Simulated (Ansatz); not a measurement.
The starting structures come from a database of crystals and need not be the phases stable at ambient conditions.

 Where the default PAW files enter, the runs use the earlier of Ansatz's two default sets.

Tunnelling through a barrier is set by its complex band structure: the current falls as exp(−2κd) with the smallest κ.

Input:

```
ZrO2
1.0
    3.32019     0.00000     0.00000
    0.00000     5.52009     0.00000
    0.00000     0.00000     6.58922
Zr O
4 8
Cartesian
  2.49014   4.14856   0.71440
  0.83005   1.37152   5.87482
  0.83005   4.13156   4.00901
  2.49014   1.38852   2.58021
  0.83005   5.39875   2.24534
  2.49014   0.12133   4.34388
  2.49014   2.88137   5.53995
  0.83005   2.63871   1.04927
  0.83005   4.75136   6.08514
  2.49014   0.76873   0.50408
  2.49014   3.52877   2.79053
  0.83005   1.99132   3.79869
```

Space group of this cell: Pnma. The cell is strained (lengths across the current scaled by 0.98, ions clamped); by r2SCAN its mean pressure is 1.5 GPa.

Transport runs along the normal of the first two printed cell vectors.

The gap is the functional's own. No spin-orbit coupling. Mid-gap values are interpolated on the energy grid.

### Question
Compute, with r2SCAN (Ansatz, a first-principles code), the band gap and the smallest decay constant κ at mid-gap.

### Answer
Gap 3.45 eV on a 10×6×6 mesh; κ = 0.436 1/Å, at the zone centre.
